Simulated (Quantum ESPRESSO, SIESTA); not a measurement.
A Quantum ESPRESSO input for a self-consistent single point of CsRuF₆ (P1, 8 atoms in the cell) (DFT, LDA (PZ), plane waves, GBRV 1.5 ultrasoft (LDA) pseudopotentials):

```fortran
&control
 calculation = 'scf',
 prefix = 'CsRuF6',
 outdir = './tmp',
 pseudo_dir = './',
 tprnfor = .true.,
 tstress = .true.,
/
&system
 ibrav = 0,
 nat = 8,
 ntyp = 3,
 ecutwfc = 40,
 ecutrho = 320,
 occupations = 'smearing',
 smearing = 'fd',
 degauss = 0.0036749,
 nspin = 2,
 starting_magnetization(2) = 0.125,
/
&electrons
 conv_thr = 1.0d-10,
 mixing_beta = 0.2,
/
ATOMIC_SPECIES
Cs   132.9055  cs_lda_v1.uspp.F.UPF
Ru   101.0700  ru_lda_v1.2.uspp.F.UPF
F     18.9984  f_lda_v1.4.uspp.F.UPF
ATOMIC_POSITIONS crystal
Cs    0.502113000    0.500926000    0.490468000
Ru    0.007263000    0.007780000    0.005744000
F     0.249018000    0.244948000    0.922522000
F     0.751533000    0.754626000    0.081467000
F     0.907571000    0.244929000    0.246854000
F     0.075952000    0.732390000    0.741360000
F     0.249518000    0.930340000    0.250370000
F     0.757031000    0.084061000    0.761215000
K_POINTS automatic
3 3 3  0 0 0
CELL_PARAMETERS angstrom
   4.055427000     2.341402000     2.685701000
  -4.055427000     2.341402000     2.685701000
   0.000000000    -4.682804000     2.685701000
```

Question: Give the SIESTA input for the same structure, mesh, smearing and functional.

Answer: One input that does it (others would too):

```
# files in the folder: Cs.psml Ru.psml F.psml (PseudoDojo LDA standard)
SystemName  CsRuF6
SystemLabel siesta

NumberOfAtoms                8
NumberOfSpecies              3
%block ChemicalSpeciesLabel
  1 55 Cs
  2 44 Ru
  3 9 F
%endblock ChemicalSpeciesLabel
LatticeConstant              1.0 Bohr
%block LatticeVectors
     7.663646348    4.424608528    5.075239343
    -7.663646348    4.424608528    5.075239343
     0.000000000   -8.849217055    5.075239343
%endblock LatticeVectors
AtomicCoordinatesFormat      Ang
%block AtomicCoordinatesAndAtomicSpecies
     0.004813792    0.051752008    4.011113243  1
    -0.002096656    0.008323684    0.055827667  2
     0.016505588   -3.163416731    3.804263238  3
    -0.012543436    3.145029701    4.263888736  3
     2.687296258    1.542496906    3.758246437  3
    -2.662136389   -1.578989998    4.162036211  3
    -2.761023921    1.590088243    3.841164770  3
     2.729180708   -1.595286156    4.303317512  3
%endblock AtomicCoordinatesAndAtomicSpecies

XC.functional                LDA
XC.authors                   PW92
PAO.BasisSize                TZP
PAO.EnergyShift              0.005 Ry
MeshCutoff                   300 Ry
%block kgrid.MonkhorstPack
    3   0   0  0.0
    0   3   0  0.0
    0   0   3  0.0
%endblock kgrid.MonkhorstPack
OccupationFunction           FD
ElectronicTemperature        0.05 eV
Spin                         polarized
%block DM.InitSpin
  1 +0.00
  2 +2.00
  3 +0.00
  4 +0.00
  5 +0.00
  6 +0.00
  7 +0.00
  8 +0.00
%endblock DM.InitSpin

MaxSCFIterations             150
SCF.Mixer.Method             Pulay
SCF.Mixer.Weight             0.1
SCF.Mixer.History            8
SCF.DM.Tolerance             1.0E-05
Diag.ParallelOverK           true
WriteForces                  true
Charge.Mulliken              end
```

Basis settings and potentials, where a program has them, do not carry over. This input uses DFT, LDA PW92, numerical atomic orbitals TZP, PseudoDojo LDA standard norm-conserving potentials (rewritten from UPF to PSML). LDA parametrisations can differ slightly between programs.

The starting cell comes from a database of computed structures (which also holds hypothetical and non-ambient phases and stackings), without a prior relaxation at this level. Its lattice was rescaled by a random factor within 2.5 % of one. For this run, on top of that: atoms moved at random.
